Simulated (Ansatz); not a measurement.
**B20 (FeSi-type) MnSi: properties by level of theory**

Reference values: lattice constant a 4.560 Å (measured, temperature not stated, no zero-point or thermal correction; as tabulated in Wikipedia's data pages); bulk modulus 167 GPa (measured, room temperature, not corrected to a static lattice; as tabulated in Study of the compressibility of FeSi, MnSi, and CoS2 (JETP Letters), abstract); magnetic moment 0.4 μB (measured, temperature not stated, ordered moment per Mn, long-wavelength helimagnet; as tabulated in Jeong and Pickett (2004), arXiv:cond-mat/0403442).

```tsv
level (code)	lattice constant a (Å)	bulk modulus B0 (GPa)	cohesive energy (eV/atom)	magnetic moment (μB)
LDA (Ansatz)	___	227	5.86	___
BLYP (Ansatz)	4.587	171	3.64	___
PBEsol (Ansatz)	4.470	220	5.31	0.90
PBE-D3(BJ) (Ansatz)	4.472	219	___	0.94
PBE-D4 (Ansatz)	4.474	220	5.15	0.94
```

Q: Fill in the missing entries.

A: 
- LDA (Ansatz, a program for electronic structure), lattice constant a (Å): 4.428
- LDA (Ansatz), magnetic moment (μB): 0.64
- BLYP (Ansatz), magnetic moment (μB): 1.00
- PBE-D3(BJ) (Ansatz), cohesive energy (eV/atom): 5.13

Differences from the reference values (errors of the level alone only where the reference is corrected to a static lattice):

```tsv
level	lattice constant a (%)	bulk modulus (%)
LDA	-2.89	+36
BLYP	+0.59	+2.4
PBEsol	-1.97	+32
PBE-D3(BJ)	-1.93	+31
PBE-D4	-1.89	+32
```

Nearest: lattice constant a, not ranked (reference at room or unstated temperature); bulk modulus, not ranked (reference at room or unstated temperature).

Ansatz's density-functional and Hartree–Fock values are scalar-relativistic unless marked +SOC, with PAW data made under PBE.

Spin-polarised runs: LDA (parallel moments), BLYP (parallel moments), PBEsol (parallel moments), PBE-D3(BJ) (parallel moments), PBE-D4 (parallel moments).

Differences are worked out from the printed values.

Free atoms are spin-polarised, in the lowest state found; at levels without +SOC their spin–orbit coupling is left out.

The computed numbers hold no vibrational or temperature effects.
